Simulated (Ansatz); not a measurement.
Start from SrSnSe$_{3}$ in the cubic perovskite structure (space group Pm-3m, No. 221; a = 5.2706 Å; a hypothetical phase, not in the database extracts checked). Axes: x, y, z lie along the cube axes.

Method: Ansatz (a program for electronic structure), r2SCAN, PAW, cutoff 500 eV, no spin-orbit coupling.

Before the change:

| Quantity | Result |
|---|---|
| Pressure | 0.0 GPa |
| Shortest interatomic distance | 2.635 Å |
| Band gap | zero |

Modification: uniaxial strain ε_xx = +1.89 %, all other strain components held at zero, atoms relaxed at fixed cell.

Problem. Estimate the effect on the pressure, energy relative to the base, shortest interatomic distance and band gap.

Solution. The pressure (mean of the normal stresses, compression positive) goes from zero to -0.9 GPa; the energy grows by 3.1 meV/atom; the shortest interatomic distance remains 2.635 Å; the band gap stays zero.

Without a gap, meshes like the base's 9×9×9 leave anisotropic stresses uncertain by several tenths of a GPa, and small strain energies with them. Whether these cells are dynamically stable was not tested. The final runs are not spin-polarised. Many cubic perovskites are stable only at high temperature; tilts and polar distortions were not tested.
